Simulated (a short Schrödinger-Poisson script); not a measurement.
Structure: MOS inversion layer, SiO2 on p-type Si(100), at 300 K.

From the gate side: 1.9 nm SiO2; 680 nm Si, acceptors 4e17 cm⁻³.

Constants are typed, rounded textbook-type inputs, not results; the design itself was drawn at random and stands for no fabricated device. SiO2: permittivity 3.9, conduction-band edge (eV) 3.15, gap (eV) 9, electron mass (mₑ) 0.5. Si: permittivity 11.7, conduction-band edge (eV) 0, gap (eV) 1.124, Nv at 300 K (cm⁻³) 3.1e19.

Channel valleys (confinement mass, in-plane density-of-states mass, number): Δ2 0.916, 0.19, 2; Δ4 0.19, 0.417, 4. At the gate the conduction-band edge of layer 1 lies 3.75 eV − eVg above the Fermi level of the channel; the field vanishes at the back. Gaps are held at their typed values at every temperature. Mesh 0.03 nm at interfaces.

Solved with a short Schrödinger-Poisson script written for these runs: 1D Poisson equation in equilibrium, electrons quantum, Hartree (BenDaniel-Duke, 12 states a valley, the channel's in-plane mass for all, wave functions ending at the dielectric), parabolic valleys, classical holes, full ionisation, no traps, pinning or gate leakage.

```tsv
Vg (V)	electrons (cm⁻²)	C (μF/cm²)	Δ2 E0 (meV from the Fermi level)	Δ4 E0 (meV from the Fermi level)
0.7	8.20e9	0.212	173.3	229.2
0.8	1.43e11	0.612	98.2	156.5
0.9	6.46e11	1.07	57.2	119.2
1	1.36e12	1.25	35.5	101.6
1.1	2.16e12	1.33	20.9	91.1
1.2	3.00e12	1.38	9.7	83.9
1.3	3.87e12	1.41	0.3	78.4
1.4	4.76e12	1.44	-7.9	73.9
1.5	5.66e12	1.45	-15.2	70.2
1.6	6.57e12	1.47	-22.0	66.9
1.7	7.49e12	1.48	-28.4	64.0
1.8	8.41e12	1.49	-34.4	61.3
1.9	9.34e12	1.50	-40.2	58.8
2	1.03e13	1.51	-45.8	56.5
2.1	1.12e13	1.51	-51.2	54.4
2.2	1.22e13	1.52	-56.5	52.3
2.3	1.31e13	1.52	-61.7	50.3
```

Gate voltages with under 1e9 electrons/cm² are left out.

### Question
At Vg = 2.3 V the lowest Δ2 subband lies at -61.7 meV from the Fermi level. How many electrons does it hold, and what share of all?

### Answer
The two-dimensional density of states is g m/(πħ²) = 1.59e11 cm⁻² meV⁻¹ (both spins), kT = 25.9 meV, so n = D kT ln(1 + exp(−E/kT)) = 1.02e13 cm⁻², 0.77 of the 1.31e13 cm⁻² in all.

### Question
Compare the slope of the sheet density between 2.1 and 2.3 V with the geometric capacitance of the layers between gate and channel.

### Answer
q Δn/ΔV = 1.52 μF/cm²; ε0/Σ(t/ε) = 1.82 μF/cm². The ratio is 0.84: the channel acts as a further capacitance in series.
